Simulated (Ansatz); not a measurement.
An Ansatz (a first-principles code) run: C with a change (holes 1.5×10^21 cm⁻³); r2SCAN+rVV10 in Ansatz (plane waves to 500 eV, PAW, no spin-orbit coupling), earlier PAW set.

Input:

Ansatz 0.2 input:
```yaml
crystal:
  lattice:
    - [1.2275579589, 0.708730918, 3.3488620232]
    - [-1.2275579589, 0.708730918, 3.3488620232]
    - [0, -1.417461836, 3.3488620232]
  atoms:
    - { symbol: C, position: [0.3333483086, 0.3333483086, 0.3333483086] }
    - { symbol: C, position: [0.6666516914, 0.6666516914, 0.6666516914] }
basis: { ecutwfc: 500, ecutrho_ratio: 4, xc_grid: 4, fft_grid_basis: typed }
kpoints: { mp_grid: { grid: [36, 36, 36] } }
hamiltonian:
  xc: r2scan
  dispersion: rvv10
  pseudopotentials: { azcp: { folder: ./paw }, kind: paw }
total_charge: 0.026222
scf: { occupations: { method: fermi_dirac, width: 0.0259 }, convergence: { dr2_threshold: 0.0000000002 } }
relax: { f_tol: 0.005, max_steps: 30 }
output: { forces: true, stress: true }
checkpoint: { write: state.ck, write_every: 1000 }
```

Output (explanatory and most iteration lines left out):

```
Relaxation: its limit of steps is 30 (relax.max_steps)
Pseudopotential: C, paw, valence charge 4
Crystal: 2 atoms, lattice volume = 17.481 Å³
Basis set: ecut = 500 eV, 439 PW (Γ), exchange–correlation on 108×108×108 points (64 copies of the dense FFT grid, shifted against one another)
Bands: 8, of which v1, the nominal top of the filled ones, is band 4 counted from 1 (3 counted from 0)
Symmetry: 12 space group operations
Space group: R-3m (ITA 166), of the structure as read, at distance tolerance 2.6e-5 Å
k-points: 4237 of 46656
Functional: x = r2scan, c = r2scan + rvv10(b = 11.95, C = 0.0093); τ floored in thin density (d = 2e-4 eV/Å³)
SCF iter   1: F=—  HF=-504.030737 eV  |F-HF|=—  |Δ(HF+E_count)|=         —  Δρ=1.27e-1  dr2=2.37e0  dr2_τ=5.76e-1  ethr=3.10e-3  ⟨swp⟩=4.9  Hψ=237343  notcnv=0
SCF iter   2: F=—  HF=-503.469676 eV  |F-HF|=—  |Δ(HF+E_count)|=   5.61e-1  Δρ=7.51e-2  dr2=9.47e-1  dr2_τ=1.21e-2  ethr=3.10e-3  ⟨swp⟩=3.0  Hψ=98651  notcnv=0
SCF 1 converged in 7 iterations: F = -503.166482 eV  dr2 = 3.72e-11
relax step   1: F+E_penalty+E_count = -503.16648239 eV  Δ(F+E_penalty+E_count) = +0.000e0 eV  max|allowed force component| = 5.343e-3 eV/Å  Δτ_max = 0.0000 Å  (7 SCF iters, accepted)
Crystal: 2 atoms, lattice volume = 17.481 Å³
SCF iter   1: F=—  HF=-503.166483 eV  |F-HF|=—  |Δ(HF+E_count)|=         —  Δρ=3.22e-5  dr2=6.04e-8  dr2_τ=3.62e-7  ethr=7.79e-10  ⟨swp⟩=1.5  Hψ=174679  notcnv=0
SCF iter   2: F=—  HF=-503.166483 eV  |F-HF|=—  |Δ(HF+E_count)|=   9.18e-8  Δρ=1.30e-5  dr2=8.02e-9  dr2_τ=4.78e-10  ethr=7.57e-10  ⟨swp⟩=2.2  Hψ=41004  notcnv=0
SCF 2 converged in 3 iterations: F = -503.166483 eV  dr2 = 1.62e-10
relax step   2: F+E_penalty+E_count = -503.16648316 eV  Δ(F+E_penalty+E_count) = -7.698e-7 eV  max|allowed force component| = 1.387e-3 eV/Å  Δτ_max = 0.0002 Å  (3 SCF iters, accepted)
Crystal: 2 atoms, lattice volume = 17.481 Å³
SCF iter   1: F=—  HF=-503.166483 eV  |F-HF|=—  |Δ(HF+E_count)|=         —  Δρ=2.07e-6  dr2=1.62e-10  dr2_τ=2.50e-11  ethr=2.03e-12  ⟨swp⟩=1.0  Hψ=302139  notcnv=0
SCF iter   2: F=-503.166483 eV  HF=-503.166483 eV  |F-HF|=7.15e-11  |Δ(HF+E_count)|=  2.07e-10  Δρ=1.05e-6  dr2=4.13e-11  dr2_τ=5.44e-12  ethr=2.03e-12  ⟨swp⟩=4.0  Hψ=92987  notcnv=0
SCF 3 converged in 2 iterations: F = -503.166483 eV  dr2 = 4.13e-11
SCF converged after 2 iterations
Free energy (F): -503.166483 eV
Internal energy: -503.166345 eV  (E = F + TS)
E sigma→0 (E₀):  -503.166414 eV
Entropy (-TS):   -0.000138 eV (-0.069 meV/atom)
Fermi energy:    6.367672 eV
--- Forces (eV/Å), atoms counted from 1 ---
  atom   1  C     -0.00000000     0.00000000    -0.00138788
  atom   2  C      0.00000000    -0.00000000     0.00138788
--- Stress (GPa, compression-positive) ---
        0.802825      -0.000000      -0.000000
       -0.000000       0.802825      -0.000000
       -0.000000      -0.000000       0.447326
  P = ⅓ Tr σ = 0.6843 GPa (6.843 kbar)
--- Relaxed structure (2 steps of the walk, 2 accepted, 0 SCFs on fresh bases) ---
  atoms:
    - { symbol: C, position: [0.33336770367070434, 0.33336770367070434, 0.3333677036707044] }
    - { symbol: C, position: [0.6666322963292955, 0.6666322963292955, 0.6666322963292954] }
```

Charged cell with a jellium background: band edges are those of the host's band count, energies are not comparable with the neutral cell, and many-body gap narrowing is missing. Whether these cells are dynamically stable was not tested. The cell was made from C (space group R-3m, No. 166; layered, stacked along the Cartesian z axis) by this change: holes 1.5×10^21 cm⁻³.
